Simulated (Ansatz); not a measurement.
**CsCl-type AuZn (cubic form, which distorts at low temperature)**

The numbers are results of PBEsol+SOC (plane waves, PAW; Ansatz, a program for electronic structure), not measurements.

Numerical settings: plane-wave cutoff 520 eV, 18×18×18 k mesh, Fermi–Dirac smearing 0.05 eV, PAW data made under PBE.

Cell (relaxed at this level):

```cif
data_AuZn
_chemical_formula_sum 'Zn1 Au1'
_space_group_name_H-M_alt 'P 1'
_space_group_IT_number 1
_cell_length_a 3.12279
_cell_length_b 3.12279
_cell_length_c 3.12279
_cell_angle_alpha 90.000
_cell_angle_beta 90.000
_cell_angle_gamma 90.000
loop_
_space_group_symop_operation_xyz
  'x, y, z'
loop_
_atom_site_label
_atom_site_type_symbol
_atom_site_fract_x
_atom_site_fract_y
_atom_site_fract_z
_atom_site_occupancy
Zn1 Zn 0.50000 0.50000 0.50000 1
Au1 Au 0.00000 0.00000 0.00000 1
```

```json
{
  "bulk_modulus": "146 GPa",
  "band_gap": "zero (no gap)",
  "pressure derivative B′ of the bulk modulus": "5.4"
}
```

Measured, for comparison: bulk modulus 131 GPa (temperature not stated, no zero-point or thermal correction; as tabulated in Nepal et al. (2020), arXiv:2007.11150). Computed (rounded) less measured: bulk modulus +11 %.

Note: symmetry holds this phase in the static calculation, where it need not be a minimum.
